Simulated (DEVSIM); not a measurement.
Simulated with DEVSIM: 1D drift-diffusion, Boltzmann statistics, complete ionisation; no tunnelling, impact ionisation, image-force lowering or self-heating. Band offsets follow the typed affinities; no thermionic-emission limit at abrupt steps, no polarisation charge.

Device: double heterostructure, GaAs between p- and n-type Al0.3Ga0.7As, at 250 K.

```csv
layer (left to right),material,thickness (μm),Nd (cm⁻³),Na (cm⁻³),τn (s),τp (s)
1,Al0.3Ga0.7As,0.470,1.9e17,-,7.4e-10,7.4e-10
2,GaAs,0.0220,-,8.4e15,7.4e-10,7.4e-10
3,Al0.3Ga0.7As,0.200,-,1.4e18,7.4e-10,7.4e-10
```

Left contact: ohmic. Right contact: ohmic. Voltage is applied to the left contact. Recombination: SRH at mid-gap, radiative. Mobility is μmin + (μ − μmin)/(1 + (N/Nref)^α).

Constants are typed, rounded textbook-type inputs, not results; the design itself was drawn at random and stands for no fabricated device. Values at 300 K; Nc and Nv go as T^1.5, mobilities as T to minus their exponent, the gap by Varshni's rule with the affinity fixed. The table also holds parameters that only a changed run uses.

```
parameter         Al0.3Ga0.7As      GaAs
----------------  ------------  --------
gap (eV)                1.7981     1.424
affinity (eV)            3.833      4.07
permittivity             12.05      12.9
Nc (cm⁻³)              6.96e17    4.7e17
Nv (cm⁻³)                 9e18      9e18
μn (cm²/Vs)               3880      8500
μp (cm²/Vs)                197       400
μn,min                     500       500
μp,min                      20        20
Nref,n                    6e16      6e16
Nref,p                  1.5e17    1.5e17
αn                        0.39      0.39
αp                        0.38      0.38
T exponent of μn           2.1       2.1
T exponent of μp           2.2       2.2
B (cm³/s)                2e-10     2e-10
Cn (cm⁶/s)               1e-30     1e-30
Cp (cm⁶/s)               1e-30     1e-30
Varshni α (eV/K)      0.000541  0.000541
Varshni β (K)              204       204
```

One input was changed, with this effect: dark forward voltage at 1 A/cm² 1.235 → 1.153 V; dark forward voltage at 100 A/cm² 1.394 → 1.346 V; potential step across the device at zero bias 1.764 → 1.716 V.

Which change was it?
A. constant mobility in place of the doping-dependent one
B. temperature 250 → 300 K
C. minority lifetime in layer 1 7.4e-10 → 7.4e-11 s
D. Auger recombination switched on

B, temperature 250 → 300 K
